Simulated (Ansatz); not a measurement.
BeTe: response to strain

Consider BeTe in the zinc blende structure (space group F-43m, No. 216).

```yaml
crystal:
  lattice:
    - [0.00000, 2.83176, 2.83176]
    - [2.83176, 0.00000, 2.83176]
    - [2.83176, 2.83176, 0.00000]
  atoms:
    - { symbol: Be, position: [0.00000, 0.00000, 0.00000] }
    - { symbol: Te, position: [0.25000, 0.25000, 0.25000] }
```

Strains are applied to the cell and any free atomic positions relax.

All numbers come from Ansatz (a program for electronic structure), PBE, PAW, cutoff 420 eV, no SOC.

Notes on the quantities. energy relative to the base: free energy F.

| change | energy relative to the base | volume per atom | pressure | smallest direct gap |
|---|---|---|---|---|
| base | 0 meV/atom | 22.71 Å³ | 0.01 GPa | 3.64 eV |
| isotropic strain −3.00 % | +36 meV/atom | 20.72 Å³ | 6.20 GPa | 3.56 eV |
| isotropic strain −2.50 % | +24 meV/atom | 21.05 Å³ | 5.00 GPa | 3.58 eV |
| isotropic strain −1.50 % | +8.5 meV/atom | 21.70 Å³ | 2.81 GPa | 3.61 eV |
| isotropic strain −1.00 % | (withheld) | 22.03 Å³ | (withheld) | (withheld) |
| isotropic strain +0.50 % | +0.9 meV/atom | 23.05 Å³ | -0.81 GPa | 3.60 eV |
| isotropic strain +1.00 % | +3.5 meV/atom | 23.40 Å³ | -1.58 GPa | 3.49 eV |
| isotropic strain +2.00 % | +14 meV/atom | 24.10 Å³ | -2.97 GPa | 3.29 eV |
| isotropic strain +2.50 % | +21 meV/atom | 24.45 Å³ | -3.60 GPa | 3.19 eV |
| isotropic strain +3.00 % | +30 meV/atom | 24.81 Å³ | -4.19 GPa | 3.09 eV |

Task: Fill in the withheld entries from the trend.

Result: 
- isotropic strain −1.00 %, energy relative to the base: +3.7 meV/atom
- isotropic strain −1.00 %, pressure: 1.82 GPa
- isotropic strain −1.00 %, smallest direct gap: 3.62 eV

Spin-orbit coupling, missing from the scalar runs, can matter with Te. Semilocal Kohn–Sham gaps tend to fall short of experiment. Stability against distortions was not tested.
